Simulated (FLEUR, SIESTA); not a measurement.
A SIESTA input for a self-consistent single point of TcRu (P1, 2 atoms in the cell) (DFT, GGA PBEsol, numerical atomic orbitals DZP, PseudoDojo PBEsol standard norm-conserving potentials (rewritten from UPF to PSML)):

```
# files in the folder: Tc.psml Ru.psml (PseudoDojo PBEsol standard)
SystemName  TcRu
SystemLabel siesta

NumberOfAtoms                2
NumberOfSpecies              2
%block ChemicalSpeciesLabel
  1 43 Tc
  2 44 Ru
%endblock ChemicalSpeciesLabel
LatticeConstant              1.0 Ang
%block LatticeVectors
     2.776632000    0.000000000    0.000000000
    -1.388316000    2.404634000    0.000000000
     0.000000000    0.000000000    4.394835000
%endblock LatticeVectors
AtomicCoordinatesFormat      ScaledCartesian
%block AtomicCoordinatesAndAtomicSpecies
     0.037556724   -0.000932998   -0.010736582  1
    -0.037558113    1.604023133    2.208154082  2
%endblock AtomicCoordinatesAndAtomicSpecies

XC.functional                GGA
XC.authors                   PBEsol
PAO.BasisSize                DZP
PAO.EnergyShift              0.005 Ry
MeshCutoff                   300 Ry
%block kgrid.MonkhorstPack
   11   0   0  0.0
    0  11   0  0.0
    0   0   6  0.0
%endblock kgrid.MonkhorstPack
OccupationFunction           MP
OccupationMPOrder            0
ElectronicTemperature        0.136 eV

MaxSCFIterations             150
SCF.Mixer.Method             Broyden
SCF.Mixer.Weight             0.1
SCF.Mixer.History            8
SCF.DM.Tolerance             1.0E-05
Diag.ParallelOverK           true
WriteForces                  true
Charge.Mulliken              end
```

### Question
Translate this input to FLEUR.

### Answer
This is the input that was run; spellings and numerical settings could be chosen otherwise.

Input of the input generator:

```
TcRu FLAPW
&input film=f /
5.2470741937 -0.0000000382 0.0000000000
-2.6235370637 4.5440995664 0.0000000000
0.0000000000 0.0000000000 8.3050345129
1.0
1.0 1.0 1.0

2
43 0.0133320000 -0.0003880000 -0.0024430000
44 0.3200010000 0.6670550000 0.5024430000

&comp jspins=1 /
&exco xctyp='PBEs' /
&kpt div1=11 div2=11 div3=6 gamma=t /
&end /
```

```xml
<?xml version="1.0" encoding="UTF-8" standalone="no"?>
<fleurInput fleurInputVersion="0.39">
   <comment>
      TcRu FLAPW                                                                                          
   </comment>
   <calculationSetup>
      <cutoffs Kmax="4.3" Gmax="17.2" GmaxXC="17.2" numbands="0"/>
      <scfLoop itmax="60" minDistance="0.00001" maxIterBroyd="99" imix="Anderson" alpha="0.05" precondParam="0.0" spinf="2.0"/>
      <coreElectrons ctail="T" frcor="F" kcrel="0" coretail_lmax="0"/>
      <xcFunctional name="PBEs" relativisticCorrections="F"/>
      <magnetism jspins="1"/>
      <soc l_soc="F" theta="0.0" phi="0.0" spav="F"/>
      <expertModes spex="0" secvar="F"/>
      <geometryOptimization l_f="T" forcealpha="1.0" forcemix="BFGS" epsdisp="0.00001" epsforce="0.00001"/>
      <ldaU l_linMix="F" mixParam="0.05" spinf="1.0"/>
   </calculationSetup>
   <cell>
      <bzIntegration valenceElectrons="29.0" mode="gauss" fermiSmearingEnergy="0.00499791">
         <kPointListSelection listName="default-1"/>
         <!-- k-points included here -->
         <xi:include xmlns:xi="http://www.w3.org/2001/XInclude" href="kpts.xml"> </xi:include>
      </bzIntegration>
      <!-- symmetry operations included here -->
      <xi:include xmlns:xi="http://www.w3.org/2001/XInclude" href="sym.xml"> </xi:include>
      <bulkLattice scale="1.0">
         <bravaisMatrix>
            <row-1>    5.2470741936999996    -0.0000000382000000     0.0000000000000000</row-1>
            <row-2>   -2.6235370637000002     4.5440995663999999     0.0000000000000000</row-2>
            <row-3>    0.0000000000000000     0.0000000000000000     8.3050345129000007</row-3>
         </bravaisMatrix>
      </bulkLattice>
   </cell>
   <atomSpecies>
      <species name="Technetium (Tc)" element="Tc" atomicNumber="43">
         <mtSphere radius="2.35" gridPoints="829" logIncrement="0.015"/>
         <atomicCutoffs lmax="10" lnonsphr="8"/>
         <electronConfig flipSpins="F">
            <coreConfig>(1s1/2) (2s1/2) (2p1/2) (2p3/2) (3s1/2) (3p1/2) (3p3/2) (3d3/2) (3d5/2)</coreConfig>
            <valenceConfig>(4s1/2) (4p1/2) (4p3/2) (5s1/2) (4d3/2) (4d5/2)</valenceConfig>
            <stateOccupation state="(4d3/2)" spinUp="1.0" spinDown="1.0"/>
            <stateOccupation state="(4d5/2)" spinUp="1.5" spinDown="1.5"/>
         </electronConfig>
         <energyParameters s="5" p="5" d="4" f="4"/>
         <lo type="SCLO" l="0" n="4" eDeriv="0"/>
         <lo type="SCLO" l="1" n="4" eDeriv="0"/>
      </species>
      <species name="Ruthenium (Ru)" element="Ru" atomicNumber="44">
         <mtSphere radius="2.35" gridPoints="829" logIncrement="0.015"/>
         <atomicCutoffs lmax="10" lnonsphr="8"/>
         <electronConfig flipSpins="F">
            <coreConfig>(1s1/2) (2s1/2) (2p1/2) (2p3/2) (3s1/2) (3p1/2) (3p3/2) (4s1/2) (3d3/2) (3d5/2)</coreConfig>
            <valenceConfig>(4p1/2) (4p3/2) (5s1/2) (4d3/2) (4d5/2)</valenceConfig>
            <stateOccupation state="(5s1/2)" spinUp="0.5" spinDown="0.5"/>
            <stateOccupation state="(4d3/2)" spinUp="1.4" spinDown="1.4"/>
            <stateOccupation state="(4d5/2)" spinUp="2.1" spinDown="2.1"/>
         </electronConfig>
         <energyParameters s="5" p="5" d="4" f="4"/>
         <lo type="SCLO" l="1" n="4" eDeriv="0"/>
      </species>
   </atomSpecies>
   <atomGroups>
      <atomGroup species="Technetium (Tc)">
         <relPos label="                   1">.0133320000 -.0003880000 -.0024430000</relPos>
         <force calculate="T" relaxXYZ="TTT"/>
      </atomGroup>
      <atomGroup species="Ruthenium (Ru)">
         <relPos label="                   2">8.000/25.000 -.3329450000 -.4975570000</relPos>
         <force calculate="T" relaxXYZ="TTT"/>
      </atomGroup>
   </atomGroups>
   <output dos="F" band="F" slice="F">
      <checks vchk="F" cdinf="F"/>
      <bandDOS minEnergy="-.5*Htr" maxEnergy="0.5*Htr" sigma="0.015" storeEVData="T"/>
      <vacuumDOS vacdos="F" integ="F" star="F" nstars="0" locx1="0.0" locy1="0.0" locx2="0.0" locy2="0.0" nstm="0" tworkf="0.0"/>
      <unfoldingBand unfoldBand="F" supercellX="1" supercellY="1" supercellZ="1"/>
      <plotting iplot="0" polar="F">
         <plot TwoD="T" vec1="  1.0  0.0  0.0" vec2="  0.0  1.0  0.0" vec3="  0.0  0.0  1.0" zero="  0.0  0.0  0.0" file="plot"/>
      </plotting>
      <chargeDensitySlicing numkpt="0" minEigenval="0.0" maxEigenval="0.0" nnne="0" pallst="F"/>
      <specialOutput eonly="F"/>
      <magneticCircularDichroism mcd="F" energyLo="-10.0" energyUp="0.0"/>
   </output>
  <!-- We include the file relax.xml here to enable relaxations (see documentation) -->
  <xi:include xmlns:xi="http://www.w3.org/2001/XInclude" href="relax.xml"> <xi:fallback/> </xi:include>
</fleurInput>
```

Basis settings and potentials, where a program has them, do not carry over. This input uses DFT, PBEsol, all-electron FLAPW (FLEUR), scalar-relativistic valence.

The starting cell comes from a database of computed structures (which also holds hypothetical and non-ambient phases and stackings), without a prior relaxation at this level. Its lattice was rescaled by a random factor within 2.5 % of one. For this run, on top of that: atoms moved at random.
